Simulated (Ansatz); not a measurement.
Base system: YN in the rock salt structure (space group Fm-3m, No. 225; a = 4.856 Å). Axes: x, y, z lie along the cube axes.

All numbers come from PBEsol (Ansatz, a quantum-chemistry and plane-wave program), no SOC.

For the base:

Shortest interatomic distance: 242.8 pm
Valence-band top at Γ: 0.00, 0.00, 0.00 eV
Valley order: X along ⟨100⟩ 0.08 eV

The change: biaxial strain +0.50 %, plane normal [001], relaxed out of plane (Cartesian); in-plane vectors clamped, the third vector and the atoms free.

Question: How does this affect the shortest interatomic distance, energy relative to the base, valence-band top at Γ, valley order and out-of-plane strain?

Answer: The shortest interatomic distance falls by 0.6 pm, from 242.8 pm to 242.2 pm; the energy goes up by 0.9 meV/atom; the valence-band top at Γ (three highest levels, from the VBM) goes from 0.00, 0.00, 0.00 eV to 0.00, -0.03, -0.03 eV; the valley order (the lowest conduction-band minima on the path, energy above the VBM, named in the base's zone) goes from X along ⟨100⟩ 0.08 eV to X along [001] 0.05 eV; X along [100] 0.08 eV; the out-of-plane strain comes out as -0.24 %.

The levels and masses belong to the bands next to the band gap. Stability against distortions was not tested.
